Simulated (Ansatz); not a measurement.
**The (001) surface of tetragonal indium in its 1x1 cell, outermost plane spacing 2.48 Å in the ideal cut**

Level of theory: PBE (plane waves to 420 eV, PAW; Ansatz, a program for electronic structure).

Slab: 5 atoms, 9.9 Å thick at the start (thin: gaps and levels are the slab's own); k 11x11x1, smearing 0.1 eV, dipole-corrected; all atoms relaxed; start symmetry kept, larger cells not searched; no spin, no spin-orbit, no U.

| Item | Result |
|---|---|
| surface energy (mean of both faces) | 19 meV/Å² |
| surface energy before relaxation | 0.31 J/m² |
| work function of the top face | 3.85 eV |
| energy released by relaxation | 0.006 eV |
| cost | roughly 80 core-seconds |
